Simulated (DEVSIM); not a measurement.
**Schottky contact on n-type β-Ga2O3**

System: Schottky contact on n-type β-Ga2O3, at 250 K.

| layer (left to right) | material | thickness (μm) | Nd (cm⁻³) | τn (s) | τp (s) |
|---|---|---|---|---|---|
| 1 | β-Ga2O3 | 1.00 | 2.7e15 | 6.3e-9 | 6.3e-9 |

Left contact: Schottky, work function 5.47 eV, emission velocity 8.3e6 cm/s. Right contact: ohmic. Voltage is applied to the left contact. Recombination: SRH at mid-gap, Auger. Mobility is constant in doping.

Constants are typed, rounded textbook-type inputs, not results; the design itself was drawn at random and stands for no fabricated device. Values at 300 K; Nc and Nv go as T^1.5, mobilities as T to minus their exponent, the gap by Varshni's rule with the affinity fixed.

```tsv
parameter	β-Ga2O3
gap (eV)	4.8
affinity (eV)	4
permittivity	10
Nc (cm⁻³)	3.7e18
Nv (cm⁻³)	5e20
μn (cm²/Vs)	160
μp (cm²/Vs)	1
T exponent of μn	1.8
T exponent of μp	1.5
Cn (cm⁶/s)	1e-31
Cp (cm⁶/s)	1e-31
Varshni α (eV/K)	0.0004
Varshni β (K)	600
```

Model (solved in DEVSIM): 1D drift-diffusion, Boltzmann statistics, complete ionisation; no tunnelling, impact ionisation, image-force lowering or self-heating. Metal contacts follow the ideal Schottky-Mott rule: no Fermi-level pinning, no interface dipoles.

Potential step across the device at zero bias: 1.320 V
Largest field in the device at zero bias: 36000 V/cm
Dark forward voltage at 1 A/cm²: 1.180 V
Dark forward voltage at 100 A/cm²: 1.395 V

Dark forward current:

```
V (V)  J (A/cm²)
-----  ---------
0.50     4.4e-14
0.60     4.4e-12
0.65     4.4e-11
0.75      4.3e-9
0.80      4.3e-8
0.90      4.1e-6
0.95      4.0e-5
1.05      0.0036
1.15        0.30
1.20         2.3
1.30          34
1.35          67
1.45         150
1.55         230
1.60         280
1.70         370
1.75         420
1.85         510
1.90         560
2.00         660
```

Small-signal capacitance in reverse bias (quasi-static):

```
V (V)  C (nF/cm²)
-----  ----------
-0.04        12.0
-0.1         11.7
-0.2         11.3
-0.3         10.9
-0.4         10.6
-0.6         10.1
-0.8         9.63
-1           9.32
-1.3         9.05
-1.6         8.94
-2           8.88
```
